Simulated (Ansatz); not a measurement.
We look at the surface energy of the Si(111) slab with 2 F, the mean of its two faces, with the listed reservoirs for the atoms in excess. Reaction: 8 Si (diamond) + F2 (gas) → cell A.

Cell A: a slab of Si (diamond, Fd-3m) cut along (111), 10 atoms, hexagonal cell of 3.87 Å (13.0 Å²), symmetry P-3m1, 13.4 Å thick under 16 Å of vacuum, in-plane vectors held at the crystal's; planes from bottom to top: F | Si × 8 | F; added, foreign or displaced atoms, above the top plane and below the bottom plane: two times F bound to 1 Si at 1.62 Å; spin state with PBE: run without spin, k-point mesh 9×9×1.
```
FSi4
1.0
    3.86787     0.00000     0.00000
    1.93393     3.34967     0.00000
    0.00000     0.00000    29.50754
Si F
8 2
Cartesian
  1.93393   1.11656   9.65607
  3.86787   2.23311  10.41317
  3.86787   2.23311  12.78187
  0.00000   0.00000  13.57058
  0.00000   0.00000  15.93696
  1.93393   1.11656  16.72567
  1.93393   1.11656  19.09436
  3.86787   2.23311  19.85147
  1.93393   1.11656   8.03523
  3.86787   2.23311  21.47230
```

Reference: Si (diamond, Fd-3m), 2 atoms in the cell, a perfect crystal on lattice vectors that match the other cells', k-point mesh 9×9×9 on the run's own vectors.

Reference: an isolated F2 molecule (singlet) in a box of 11 × 11 × 13 Å.

Plane-wave PAW calculations with Ansatz (a program for electronic structure), its default PAW set, cutoff 420 eV, 500 eV for r2SCAN. The structures are at rest with PBE, within the held lattices; other levels are single points on them. HSE06 runs on coarser k-point meshes, mended by the PBE difference between the two meshes. Neutral cells; Fermi-Dirac smearing of at most 0.05 eV in the solids, energies taken to zero width. The lattices are those relaxed with PBE, so at other levels the solids can be strained, which adds to the spread. A dispersion term (D3(BJ), or D4 for r2SCAN) was computed beside these levels and is taken off wherever the name lacks it. Static lattices, no vibrational contributions. Cells are local rest points, mostly with their start's symmetry. No correction for cell size. Cell A has symmetry P-3m1 and got no random move, so less symmetric positions, which may lie lower, weren't tried.

Problem. What is the computed value (HSE06)?

Solution. -4.47 J/m², for 8 Si (diamond) + F2 (gas) → cell A.

Problem. What do the other levels give, and how wide is the spread?

Solution. 
```tsv
Functional	value (J/m²)	less HSE06
r2SCAN	-4.53	-0.06
```

The levels span 0.06 J/m², from r2SCAN (-4.53) to HSE06 (-4.47).
